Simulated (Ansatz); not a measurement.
Cubic perovskite BaZrO3 was calculated with PBE0 (Ansatz, a first-principles code, PAW).

Run with plane-wave cutoff 460 eV, 6×6×6 k mesh, Fermi–Dirac smearing 0.01 eV, scalar-relativistic PAW data made under PBE.

Cell (relaxed at this level):

```
CELL_PARAMETERS angstrom
      4.19195     0.00000     0.00000
      0.00000     4.19195     0.00000
      0.00000     0.00000     4.19195
ATOMIC_POSITIONS crystal
  Ba 0.00000 0.00000 0.00000
  Zr 0.50000 0.50000 0.50000
  O  0.50000 0.00000 0.50000
  O  0.00000 0.50000 0.50000
  O  0.50000 0.50000 0.00000
```

**Question.** Estimate the bulk modulus B0, band gap, smallest direct gap on the k points sampled and pressure derivative B′ of the bulk modulus that the calculation returns.

**Answer.** 
* **bulk modulus B0**: 166 GPa
* **band gap**: 5.47 eV (on the SCF k mesh)
* **smallest direct gap on the k points sampled**: 5.73 eV
* **pressure derivative B′ of the bulk modulus**: 4.3

Measured, for comparison: band gap 5.3 eV (temperature not stated, not corrected to a static lattice, first of three measured values (5.3, 4.86, 4.8), our sources range from 4.86 to 5.30; as tabulated in Lindman et al. (2015), arXiv:1503.06612); bulk modulus 189 GPa (temperature not stated, not corrected to a static lattice; as tabulated in Sepliarsky et al. (2023), arXiv:2212.03924). Computed (rounded) less measured: bulk modulus -12 %.

Spin–orbit coupling is not included.

The computed numbers hold no vibrational or temperature effects.

It cost very roughly 20 core-minutes of CPU time.
